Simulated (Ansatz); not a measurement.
For GaAs (model structure, within 0.1 Å of Fm-3m, No. 225, 2 atoms in the cell), PBEsol in Ansatz (PAW) gives:

* **equilibrium volume per atom**: 18.64 Å³/atom
* **enthalpy of formation**: -0.045 eV/atom

### Question
What does r²SCAN (plane waves, PAW; Ansatz, a first-principles code) give for the same quantities?

### Answer

- equilibrium volume per atom: 18.90 Å³/atom (increases by 1.4 %)
- formation enthalpy: -0.031 eV/atom (moves by +0.014 eV/atom)

Changes are worked out from the printed values.

Unless a cell is named, each level is at its own relaxed cell (PBEsol 18.64, r²SCAN 18.90 Å³/atom).

Ansatz's density-functional and Hartree–Fock values are scalar-relativistic unless marked +SOC, with PAW data made under PBE.

A model structure was made by putting elements into a prototype or built by hand; it is no filed structure, need not be a known phase, and can be a saddle point held by its symmetry.
